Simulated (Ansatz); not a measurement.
System: Al3V (I4/mmm, No. 139; cell taken from a computed entry). Method: PBEsol in Ansatz (plane waves, PAW).

Settings: plane-wave cutoff 520 eV, 20×20×20 k mesh, Fermi–Dirac smearing 0.05 eV, no spin polarisation, scalar-relativistic PAW data made under PBE.

Cell (relaxed at this level):

```yaml
crystal:
  lattice:
    - [-1.86905, 1.86905, 4.12289]
    - [1.86905, -1.86905, 4.12289]
    - [1.86905, 1.86905, -4.12289]
  atoms:
    - { symbol: Al, position: [0.50000, 0.50000, 0.00000] }
    - { symbol: Al, position: [0.75000, 0.25000, 0.50000] }
    - { symbol: Al, position: [0.25000, 0.75000, 0.50000] }
    - { symbol: V, position: [0.00000, 0.00000, 0.00000] }
```

Problem. What does this level give for the bulk modulus B0?

Solution. 
bulk modulus B0: 128 GPa

The run finds no gap.

Note: the bulk modulus is −V dP/dV from two relaxed cells at ±2 % in volume; the relaxation could not lower the start's symmetry, so the cell can be a saddle point above a distorted one.

Computed values are for the static lattice.

Computing time: very roughly 5 core-minutes.

Ansatz is a quantum-chemistry and plane-wave program.
